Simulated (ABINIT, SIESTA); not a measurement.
A SIESTA input for a self-consistent single point of TiIn (P4/mmm, 2 atoms in the cell) (DFT, GGA PBEsol, numerical atomic orbitals DZP, PseudoDojo PBEsol standard norm-conserving potentials (rewritten from UPF to PSML)):

```
# files in the folder: Ti.psml In.psml (PseudoDojo PBEsol standard)
SystemName  TiIn
SystemLabel siesta

NumberOfAtoms                2
NumberOfSpecies              2
%block ChemicalSpeciesLabel
  1 22 Ti
  2 49 In
%endblock ChemicalSpeciesLabel
LatticeConstant              1.0 Ang
%block LatticeVectors
     2.963511000    0.000000000    0.000000000
     0.000000000    2.963511000    0.000000000
     0.000000000    0.000000000    4.239304000
%endblock LatticeVectors
AtomicCoordinatesFormat      Ang
%block AtomicCoordinatesAndAtomicSpecies
     1.481755500    1.481755500    2.119652000  1
     0.000000000    0.000000000    0.000000000  2
%endblock AtomicCoordinatesAndAtomicSpecies

XC.functional                GGA
XC.authors                   PBEsol
PAO.BasisSize                DZP
PAO.EnergyShift              0.005 Ry
MeshCutoff                   300 Ry
%block kgrid.MonkhorstPack
   15   0   0  0.0
    0  15   0  0.0
    0   0  10  0.0
%endblock kgrid.MonkhorstPack
OccupationFunction           FD
ElectronicTemperature        0.1 eV

MaxSCFIterations             150
SCF.Mixer.Method             Broyden
SCF.Mixer.Weight             0.1
SCF.Mixer.History            8
SCF.DM.Tolerance             1.0E-04
Diag.ParallelOverK           true
WriteForces                  true
Charge.Mulliken              end
```

Task: Give the ABINIT input for the same structure, mesh, smearing and functional.

Result: One input that does it (others would too):

```
# TiIn, PseudoDojo nc-sr-04 PBEsol standard
pp_dirpath "./"
pseudos "Ti.upf, In.upf"
acell 3*1.0
rprim
         5.6002241573    0.0000000000    0.0000000000
         0.0000000000    5.6002241573    0.0000000000
         0.0000000000    0.0000000000    8.0111235190
natom 2
ntypat 2
znucl 22 49
typat 1 2
xred
         0.5000000000    0.5000000000    0.5000000000
         0.0000000000    0.0000000000    0.0000000000
ecut 42
occopt 3
tsmear 0.00367493
nband 18
kptopt 1
ngkpt 15 15 10
nshiftk 1
shiftk 0 0 0
nstep 50
tolvrs 1.0e-12
prtwf 0
prtden 0
```

Basis, cutoffs, solver keys and any potentials are the target program's own. This input uses DFT, PBEsol, plane waves, norm-conserving pseudopotentials (PseudoDojo nc-sr-04 PBEsol standard). Both were run: pressure -1.14 GPa in SIESTA and -0.82 in ABINIT.

On ABINIT: the starting cell comes from a database of computed structures (which also holds hypothetical and non-ambient phases and stackings), without a prior relaxation at this level. Its lattice was rescaled by a random factor within 2.5 % of one. Spin polarisation is off.

On SIESTA: the starting cell comes from a database of computed structures (which also holds hypothetical and non-ambient phases and stackings), without a prior relaxation at this level. Its lattice was rescaled by a random factor within 2.5 % of one. Spin polarisation is off. Values carry the incompleteness of an atom-centred basis.
